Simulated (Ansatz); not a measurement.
Bond-angle distributions (per cent of the angles at each element, bins of 10°) of a relaxed model of amorphous Si108Ge36 at 3.10 g/cm³. Computed with PBE, scalar-relativistic without spin-orbit coupling (plane waves to 420 eV, PAW; Ansatz, an electronic-structure program).

It comes from a melt-quench run on a machine-learned potential (CHGNet), relaxed afterwards by DFT. The hot cell started wider than the set density and was brought back towards it in steps. It is the lowest in DFT energy of 8 quenches. It is a model cell: composition and starting density were chosen by hand, and all elements were melted together. No dispersion term was used. Its density started from a set value of 3.15 and ended at 3.10 g/cm³. The quench (nominally 63 K/ps over its main leg) was far faster than any real one, so the model tends to hold more defects than a real film. A cell of this size samples the disorder only roughly. Volume and shape were free in the relaxation. On a 2×2×2 Γ-centred mesh force components of up to 0.18 eV/Å stay, since the relaxation ran on the zone centre alone.

Bonds are counted up to Si-Si 2.72 Å, Si-Ge 2.80 Å, Ge-Ge 2.85 Å.

| angle (°) | at Si | at Ge |
|---|---|---|
| 50-60 | 0 | 1 |
| 60-70 | 1 | 1 |
| 70-80 | 1 | 3 |
| 80-90 | 7 | 10 |
| 90-100 | 19 | 21 |
| 100-110 | 27 | 19 |
| 110-120 | 25 | 23 |
| 120-130 | 12 | 10 |
| 130-140 | 5 | 7 |
| 140-150 | 2 | 4 |
| 150-160 | 1 | 0 |
| 160-170 | 0 | 0 |
| 170-180 | 0 | 0 |

They go with these counts of neighbours within the cut-offs, cation contacts included: Si mean 4.1, most often 4; Ge mean 3.9, most often 4.
